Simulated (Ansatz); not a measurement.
## Pressure series in Cs2AgBiBr6

The reference is Cs₂AgBiBr₆ (space group Fm-3m, No. 225; a = 11.187 Å).

Cell and atoms are relaxed at each pressure.

The values are results of PBEsol/PAW in Ansatz (an electronic-structure program), scalar-relativistic without spin-orbit coupling, not measurements.

For the base:

| Item | Value |
|---|---|
| Band gap | 1.10 eV |

**Question.** The aim is a band gap between 0.74 eV and 0.80 eV. Which of these changes reaches it?
A. pressure 1.5 GPa
B. pressure 7.5 GPa
C. pressure −2 GPa
D. pressure 0.7 GPa
E. pressure 10 GPa

**Answer.** B, pressure 7.5 GPa. It gives 0.77 eV; pressure 10 GPa gives 0.68 eV; pressure −2 GPa gives 1.27 eV; pressure 1.5 GPa gives 1.01 eV; pressure 0.7 GPa gives 1.05 eV. Changes not listed may reach it too

With Bi present, leaving out spin-orbit coupling can change the band edges. Load acts through the strain it causes; cell and atoms are relaxed under it. Stability against distortions was not tested. No other phases were tried under pressure.
